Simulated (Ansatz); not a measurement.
## Fermi-surface data of WRu (P-6m2)

Input:

```yaml
crystal:
  lattice:
    - [2.75480, 0.00000, 0.00000]
    - [-1.37740, 2.38573, 0.00000]
    - [0.00000, 0.00000, 4.42096]
  atoms:
    - { symbol: Ru, position: [0.00000, 0.00000, 0.50000] }
    - { symbol: W, position: [0.66667, 0.33333, 0.00000] }
```

All values below come from PBEsol, rigid bands (plane waves, PAW, scalar-relativistic; Ansatz, a first-principles code). Cell: cell and atoms relaxed with PBEsol.

| Item | Value |
|---|---|
| density of states at the Fermi level | 1.65 states/(eV·cell), both spins |
| bare Sommerfeld coefficient | 1.95 mJ/(mol of atoms·K²) |
| Drude plasma energy | 7.4 (x), 7.4 (y), 5.9 (z) eV |
| root-mean-square Fermi velocity | 5.7e5 m/s |
| resistivity times τ | 9.0 (x), 9.0 (y), 14.0 (z) ×10⁻²² Ω·m·s |

A metal at this level (no band gap); rigid bands, thermally averaged at 300 K, both spins. Spin-orbit coupling is left out, which matters with elements this heavy. τ is one relaxation time for all states.

Computed structure with no diffraction record at hand here (it may be known, metastable or hypothetical): WRu (P-6m2).
